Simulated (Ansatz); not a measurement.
A computed series for BeS: response to strain

Start from BeS in the zinc blende structure (space group F-43m, No. 216; a = 4.838 Å). Axes: x, y, z lie along the cube axes.

Strains are applied to the cell and any free atomic positions relax; under biaxial strain the out-of-plane vector relaxes too.

Computed with Ansatz (a quantum-chemistry and plane-wave program) PBEsol, scalar-relativistic without spin-orbit coupling.

| biaxial strain, plane normal [001], relaxed out of plane (%) | out-of-plane strain (%) |
|---|---|
| 0 | 0.00 |
| 0.5 | -0.41 |
| 1 | ? |
| 1.5 | -1.25 |
| 2 | -1.67 |
| 2.5 | -2.10 |
| 3 | -2.53 |

Question: Fit ε⊥ = −νε + γε² (strains in %) to the rows shown and predict the withheld row.

Answer: Least squares on the printed values gives ν = 0.82 (the biaxial Poisson response) and γ = -0.008 (largest residual 0.00 %); this predicts -0.83 %, and the run gives -0.83 %, in agreement.

Stability against distortions was not tested.
